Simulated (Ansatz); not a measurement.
## What pressure 3 GPa does to ZrS2

The reference is ZrS₂ in the CdI2 type structure (space group P-3m1, No. 164; a = 3.674 Å, c = 5.860 Å; layered, stacked along the Cartesian z axis).

Modification: a hydrostatic pressure of 3 GPa.

The values are results of Kohn–Sham DFT with the r2SCAN+rVV10 functional, run in Ansatz (an electronic-structure program) with PAW and 500 eV plane waves, no SOC, not measurements. k-mesh 10×10×6 (Γ-centred); smearing 0.05 eV (Fermi–Dirac).

The volume per atom drops by 1.57 Å³ to 21.27 Å³ and the density increases by 0.277 g/cm³, from 3.77 g/cm³ to 4.04 g/cm³. The c/a ratio decreases by 0.053, from 1.595 to 1.542 and the enthalpy H = E + PV relative to the base's energy amounts to +0.41 eV/atom. The band gap decreases by 0.34 eV to 0.83 eV and the gap character goes from indirect, K–Γ (87 % along) → L to indirect, Γ → L. The smallest direct gap shrinks by 0.23 eV (1.81 eV → 1.58 eV) and the width of the top valence band rises by 0.254 eV (1.97 eV → 2.23 eV). The valence-band top at Γ (three highest levels, from the VBM) comes out as 0.00, -0.40, -0.40 eV.

Final structure:

```yaml
crystal:
  lattice:
    - [3.62918, 0.00000, 0.00000]
    - [-1.81459, 3.14297, 0.00000]
    - [0.00000, 0.00000, 5.59512]
  atoms:
    - { symbol: Zr, position: [0.00000, 0.00000, 0.00000] }
    - { symbol: S, position: [0.33333, 0.66667, 0.25917] }
    - { symbol: S, position: [0.66667, 0.33333, 0.74083] }
```

Cost of the whole job for the changed cell (relaxation, final SCF and bands): around 100 core-seconds (rough).

Load acts through the strain it causes; cell and atoms are relaxed under it. No phonon test of stability was made.
